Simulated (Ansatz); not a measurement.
Subject: the energy of the reaction as written. Reaction: cell B → cell A. A negative value means that the right-hand side lies lower.

Cell A: a sheet of composition W2, 2 atoms, hexagonal cell of 4.13 Å (14.8 Å²), symmetry P6/mmm, 0.0 Å thick under 16 Å of vacuum, in-plane vectors relaxed; planes from bottom to top: W2, all atoms in one plane; a model cell; spin state with PBE: no moments, k-point mesh 18×18×1.
```
CELL_PARAMETERS angstrom
      4.13420     0.00000     0.00000
     -2.06710     3.58033     0.00000
      0.00000     0.00000    16.00000
ATOMIC_POSITIONS crystal
  W  0.33333 0.66667 0.50000
  W  0.66667 0.33333 0.50000
```

Cell B: a sheet of composition W2, 2 atoms, hexagonal cell of 3.09 Å (8.3 Å²), symmetry P-3m1, 1.7 Å thick under 15 Å of vacuum, in-plane vectors relaxed; planes from bottom to top: W × 2; a model cell; spin state with PBE: no moments, k-point mesh 18×18×1.
```yaml
crystal:
  lattice:
    - [3.08715, 0.00000, 0.00000]
    - [-1.54358, 2.67355, 0.00000]
    - [0.00000, 0.00000, 16.88680]
  atoms:
    - { symbol: W, position: [0.33333, 0.66667, 0.55047] }
    - { symbol: W, position: [0.66667, 0.33333, 0.44953] }
```

Plane-wave PAW calculations with Ansatz (a first-principles code), its default PAW set, cutoff 420 eV, 500 eV for r2SCAN. The structures are at rest with PBE; other levels are single points on them. Neutral cells; Fermi-Dirac smearing of at most 0.10 eV in the solids, energies taken to zero width. The lattices are those relaxed with PBE, so at other levels the solids can be strained, which adds to the spread. A dispersion term (D3(BJ), or D4 for r2SCAN) was computed beside these levels and is taken off wherever the name lacks it. Nuclei at rest; no vibrational terms. Spin-orbit coupling is left out. The cells' k-point meshes differ in density, so the last digit is unsettled. Cell A has symmetry P6/mmm and got no random move, so less symmetric positions, which may lie lower, weren't tried. Cell B has symmetry P-3m1 and got no random move, so less symmetric positions, which may lie lower, weren't tried.

Give the value at the level r2SCAN.

4.55 eV, for cell B → cell A.

How does the value move with the functional?


```
Level  value (eV)  less r2SCAN
-----  ----------  -----------
PBE          4.22        -0.33
```

The levels span 0.33 eV, from PBE (4.22) to r2SCAN (4.55).
